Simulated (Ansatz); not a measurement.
Here is the system:

```yaml
crystal:
  lattice:
    - [0.00000, 2.83335, 2.83335]
    - [2.83335, 0.00000, 2.83335]
    - [2.83335, 2.83335, 0.00000]
  atoms:
    - { symbol: As, position: [0.75000, 0.75000, 0.75000] }
    - { symbol: Ga, position: [0.00000, 0.00000, 0.00000] }
```

No spin polarisation.

The values are results of r2SCAN in Ansatz (plane waves to 500 eV, PAW, no SOC), not measurements. Γ-centred 10×10×10 mesh, Fermi–Dirac width 0.05 eV.

Task: What hole mass (degenerate bands, along [100]) does the calculation give?

Result: 0.050, 0.34, 0.34 mₑ (at Γ).

Task: What is the computed space group?

Result: F-43m (No. 216).

Task: Estimate the gap character.

Result: Direct at Γ.

Task: What is the computed width of the top valence band?

Result: 3.40 eV.

Masses are band curvatures over ±0.01 Å⁻¹ around the edge. Stability against distortions was not tested. The cell was made from InAs by this change: In → Ga.

Ansatz is a program for electronic structure.
